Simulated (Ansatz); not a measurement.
Consider Sn vacancy in rutile SnO2, charge state -4. The step: one Sn atom jumps into the vacancy from a nearby Sn site; the atom moves 3.07 Å along (0.00, 0.00, -0.95) of the unit cell; the moving atom starts with neighbours 2 O at 1.98, 2 O at 2.13, 2 O at 2.15 Å and ends with 2 O at 1.98, 2 O at 2.13, 2 O at 2.15 Å. A PBE band in Ansatz (plane-wave PAW, one k-point at (0.250, 0.250, 0.250), 72 host sites, 83 SCF runs with any check of the saddle's order, static, no finite-size correction) gives a forward barrier of 2.71 eV. The saddle point's order was not checked, and it lies on a symmetry element of the cell, where a band can be held. The charge state is imposed; whether it is stable for some Fermi level was not computed. Forms of the defect that were not tried may lie lower.

Single points at the band's start and saddle point can refine it. Rough cost of one point, in units of the band's mean SCF on the same machine:

```tsv
Level	Cost of one point
PBE, a 2×2×2 k-point mesh shifted by half a step	about 4
r2SCAN at 500 eV, one k-point at (0.250, 0.250, 0.250)	about 2
```

Q: Which of these move the barrier by more than 0.1 eV, and how far does each move it?

A: PBE, a 2×2×2 k-point mesh shifted by half a step: 0.00 eV; r2SCAN at 500 eV, one k-point at (0.250, 0.250, 0.250): +0.19 eV. Each functional is compared with PBE at the same k-points.

Ansatz is a quantum-chemistry and plane-wave program.
